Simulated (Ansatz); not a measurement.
# Effect of isotropic strain −2.00 % on K2Se

The parent structure is K2Se in the anti-fluorite structure (space group Fm-3m, No. 225; a = 7.610 Å).

The change: the cell is scaled by 0.9800 in all directions, atoms relaxed at fixed cell.

Computed with PBEsol (Ansatz, an electronic-structure program, PAW, no spin-orbit coupling). Settings: 8×8×8 k-points, 0.05 eV Fermi–Dirac smearing.

```csv
quantity,base,changed,shift
volume per atom,36.72 Å³,34.56 Å³,-2.16 Å³
space group,Fm-3m (No. 225),Fm-3m (No. 225),–
shortest interatomic distance,3.295 Å,3.229 Å,-0.066 Å
energy relative to the base (free energy F),0 meV/atom,+7.8 meV/atom,+7.8 meV/atom
pressure,0.01 GPa,1.22 GPa,+1.21 GPa
band gap,2.11 eV,2.24 eV,+0.13 eV
gap character,"indirect, X → Γ","indirect, X → Γ",–
smallest direct gap,2.27 eV,2.45 eV,+0.185 eV
mean gap deformation potential ΔEg/Δln V,–,-2.1 eV,–
width of the top valence band,0.16 eV,0.22 eV,+0.06 eV
electron mass,0.31 mₑ (at Γ),0.31 mₑ (at Γ),–
"valley order (the lowest conduction-band minima on the path, energy above the VBM, named in the base's zone)",Γ 2.11 eV; X along ⟨100⟩ 3.29 eV,Γ 2.24 eV; X along ⟨100⟩ 3.29 eV,–
```

Final structure:

```
CELL_PARAMETERS angstrom
      0.00000     3.72874     3.72874
      3.72874     0.00000     3.72874
      3.72874     3.72874     0.00000
ATOMIC_POSITIONS crystal
  K  0.25000 0.25000 0.25000
  K  0.75000 0.75000 0.75000
  Se 0.00000 0.00000 0.00000
```

Masses are band curvatures over ±0.01 Å⁻¹ around the edge. Stability against distortions was not tested.
